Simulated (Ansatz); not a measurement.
Take a 16-atom supercell of C in the diamond structure (space group Fd-3m, No. 227; a = 3.5603 Å) at its relaxed geometry as the base.

The values are results of Ansatz (a quantum-chemistry and plane-wave program) r2SCAN, spin-orbit coupling left out, earlier PAW set, not measurements.

Base values:

Pressure: 0.0 GPa
Mean distance from the defect site to its nearest host atoms: 154 pm

It is then changed as follows: a neutral B on a C site, atoms relaxed at fixed cell, starting from a slightly rattled geometry.

Problem. How does this affect the pressure, largest displacement of a host atom from its site in the perfect cell and mean distance from the defect site to its nearest host atoms?

Solution. The pressure goes from zero to 8.8 GPa; the largest displacement of a host atom from its site in the perfect cell is 0.03 Å; the mean distance from the defect site to its nearest host atoms grows by 3 pm, from 154 pm to 157 pm.

The magnetic state is the one reached from the starting moments; the real material's order can differ, and small cells can't hold many antiferromagnetic ones. The cell is small, so the values are those of an ordered compound at a high defect concentration; dilute-limit values will differ. The mesh was chosen for an insulator and is coarse for the gapless case. Starting moments died away, wholly or in part, for B on a C site; another magnetic solution may exist. The defect cell is spin-polarised and ends with 0.0 μB.
